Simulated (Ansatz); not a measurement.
Start from MoSi2 (space group I4/mmm, No. 139; a = 3.217 Å, c = 7.875 Å; relaxed with 0.1 eV smearing). Axes: x, y, z lie along a, b, c of the conventional cell.

All numbers come from PBE/PAW in Ansatz (a quantum-chemistry and plane-wave program), without spin-orbit coupling.

For the base:

- Pressure = 0.0 GPa

Now apply this change: the cell is stretched by 3.00 % along z with no lateral relaxation; the atoms relax in the strained cell.

Task: What does the calculation give for the pressure and energy relative to the base after the change?

Result: The pressure (mean of the normal stresses, compression positive) goes from zero to -5.8 GPa; the energy increases by 17 meV/atom.

Whether these cells are dynamically stable was not tested. All final runs are without spin polarisation.
